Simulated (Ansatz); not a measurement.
Start from CaC$_{6}$ (space group R-3m, No. 166; a = 4.3426 Å, c = 13.5325 Å (hexagonal axes); a hypothetical phase, not in the database extracts checked).

(Cell as relaxed with PBE.)

Levels (all Ansatz, a first-principles code, PAW): PBE (420 eV, no spin-orbit coupling); PBEsol (420 eV, no spin-orbit coupling).

Each level relaxes its own structure.

| quantity | PBE | PBEsol |
|---|---|---|
| volume per atom | 10.52 Å³ | … |
| lattice parameter a | 4.343 Å | … |
| lattice parameter c | 13.533 Å | … |
| band gap | zero | … |

Predict the PBEsol column.


- volume per atom, PBEsol: 10.26 Å³
- lattice parameter a, PBEsol: 4.326 Å
- lattice parameter c, PBEsol: 13.294 Å
- band gap, PBEsol: zero

PBE's volume per atom lies 0.26 Å³ above PBEsol's (2.6 %); PBE's lattice parameter a lies 0.017 Å above PBEsol's (0.4 %); PBE's lattice parameter c lies 0.239 Å above PBEsol's (1.8 %); the two agree on the band gap. Neither level is exact; PBEsol is the comparison here, not a measurement.

No phonon test of stability was made. All final runs are without spin polarisation.
